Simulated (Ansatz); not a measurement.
**ZnS: strain along the normal**

ZnS (wurtzite, P6_3mc, 20.185 Å³/atom at rest, c along z) under an equal strain ε in the (0001) plane with the normal axis free, as in a coherent film. PBE in Ansatz, a plane-wave DFT program (PAW, default set), 420 eV, 10×10×5 Γ-centred mesh, Fermi-Dirac smearing 0.05 eV; ions are relaxed within the symmetry of each cell.

Here s stands for strain and y for normal strain.

| strain (%) | normal strain (%) |
|---|---|
| -3.00 | ? |
| -1.20 | 0.70 |
| -0.60 | 0.35 |
| 0.00 | 0.00 |
| 0.60 | -0.33 |
| 1.20 | -0.67 |

**Question.** Fit y against s with a straight line, and predict the withheld value at s = -3.00.

**Answer.** Means: s 0, y 0.010. About the means, the sum of products is -2.0520 and the sum of squares of s is 3.6000; the slope is their ratio. Least squares gives y = 0.010 - 0.5700·s. Residuals (row less fit): 0.006, -0.002, -0.010, 0.002, 0.004; standard error 0.007 (degrees of freedom: 3). The slope, -0.57 ± 0.00, is the elastic response of the normal axis, −2C13/C33. At the withheld row, y = 0.010 - 0.5700 × (-3.0) = 1.720%. The calculation gives 1.78%, 0.060% above the prediction (2.4 % of the range of y in the table). The row lies outside the fitted rows, so this is an extrapolation. From the scatter of the fitted rows alone, a prediction at this place has a standard error of 0.014%, so the miss is 4.3 times that.

One order more, fitted to all 11 runs of the series, follows each within 0.01, so the miss is the next term of a smooth law. ZnS is here the high-temperature form. Rows are the converged runs of the series near zero and its far end; series whose fitted rows scatter by over a few per cent of the range, as at a crossing or softening among them, aren't shown in this form. Most that stay on the fit to the last digits aren't either.
